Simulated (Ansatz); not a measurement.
Consider Ag in the fcc (Cu type) structure (space group Fm-3m, No. 225).

```
Ag
1.0
    0.00000     2.05275     2.05275
    2.05275     0.00000     2.05275
    2.05275     2.05275     0.00000
Ag
1
Direct
  0.00000   0.00000   0.00000
```

Level of theory: Kohn–Sham DFT with the r2SCAN functional, run in Ansatz (a program for electronic structure) with PAW and 500 eV plane waves, scalar-relativistic without spin-orbit coupling, earlier PAW set.

Base values:

| Item | Result |
|---|---|
| Volume per atom | 17.30 Å³ |

Now apply this change: Sb takes the place of Ag on all its sites; the structure is relaxed again.

Tabulated Pauling electronegativity and covalent radius: Ag 1.93, 1.45 Å; Sb 2.05, 1.39 Å.

Task: How does this affect the volume per atom?

Result: The volume per atom goes up by 9.93 Å³, from 17.30 Å³ to 27.23 Å³.

No phonon test of stability was made. This is not the structure that Sb has at room temperature and ambient pressure.
